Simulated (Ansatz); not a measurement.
System: rock-salt BN (model structure). Method: HSE06 in Ansatz (plane waves, PAW).

Settings: plane-wave cutoff 500 eV, 12×12×12 k mesh, Fermi–Dirac smearing 0.05 eV, scalar-relativistic PAW data made under PBE.

Cell (relaxed at this level):

```xyz
2
Lattice="0.0000 1.7339 1.7339 1.7339 0.0000 1.7339 1.7339 1.7339 0.0000" Properties=species:S:1:pos:R:3 pbc="T T T"
B      0.0000     0.0000     0.0000
N      1.7339     1.7339     1.7339
```

Task: Estimate the band gap that the calculation returns.

Result: 
* **band gap**: 2.36 eV (on the SCF k mesh)

Note: exact exchange on metals is sensitive to the k mesh and can open a false gap; the relaxation could raise the start's symmetry but not lower it, so the cell can be a saddle point.

It cost around 6 core-minutes (rough) of CPU time.

A model structure was made by putting elements into a prototype or built by hand; it is no filed structure, need not be a known phase, and can be a saddle point held by its symmetry.

Ansatz is a quantum-chemistry and plane-wave program.
